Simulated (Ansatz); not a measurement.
Results of LDA (Ansatz, an electronic-structure program, plane waves, PAW) for Ta2O5 (within 0.1 Å of Cmmm, No. 65, 7 atoms in the cell; start mp-1218141).

Settings: plane-wave cutoff 520 eV, 10×10×4 k mesh (along the axes of the cell as run), Fermi–Dirac smearing 0.01 eV, scalar-relativistic PAW data made under PBE.

Cell (relaxed at this level):

Ta2O5 is taken in the orthorhombic space group Cmmm (No. 65), Pearson symbol oS14. Conventional cell: a = 3.810 Å, b = 12.920 Å, c = 3.837 Å, α = β = γ = 90.00°. Ta on 4i is surrounded by 5 O at 1.889–1.971 Å and 1 O at 2.176 Å. O1 on 4j is surrounded by 2 Ta at 1.919 Å (linear). O2 on 4i sees 2 Ta at 1.971 Å and 1 Ta at 2.176 Å. O3 on 2b has 2 Ta at 1.889 Å (linear). (Neighbours: up to the widest gap in distance over summed covalent radii, below 1.35, at either atom; cation-cation and far metal-metal contacts left out.)
(The calculation used a cell of 7 atoms; values per cell refer to that cell.)

### Question
Give the computed band gap and bulk modulus.

### Answer

- band gap = 2.14 eV (on the SCF k mesh)
- bulk modulus = 240 GPa

Note: the bulk modulus is −V dP/dV from two relaxed cells at ±2 % in volume.

Spin–orbit coupling is not included.

A start named mp-… is a Materials Project structure, which need not be a measured phase.
